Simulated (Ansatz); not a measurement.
System: BN (Fmm2, No. 42, 2 atoms in the cell; start mp-685145; a measured phase of this formula has another space group). Method: HSE06 (PAW; Ansatz, an electronic-structure program).

Numerical settings: plane-wave cutoff 460 eV, 12×12×12 k mesh, Fermi–Dirac smearing 0.01 eV, scalar-relativistic PAW data made under PBE.

Cell (relaxed with PBEsol):

```
BN
1.0
    0.00000     3.57387     2.16732
    1.25214     0.00000     2.16732
    1.25214     3.57387     0.00000
B N
1 1
Direct
  0.00006   0.00006   0.99994
  0.66664   0.66664   0.33336
```

Problem. Estimate the band gap, smallest direct gap on the k points sampled and Γ–Γ gap that the calculation returns.

Solution. 
- band gap: 5.12 eV (indirect)
- smallest direct gap on the k points sampled: 5.94 eV
- Γ–Γ gap: 7.56 eV

Note: cell and atoms aren't relaxed at this level (pressure -2.1 GPa); the cell has widely spaced layers and the level no dispersion term, so their spacing and the moduli can rest on weak binding.

The result took around 6 core-minutes (rough).

A start named mp-… is a Materials Project structure, which need not be a measured phase.
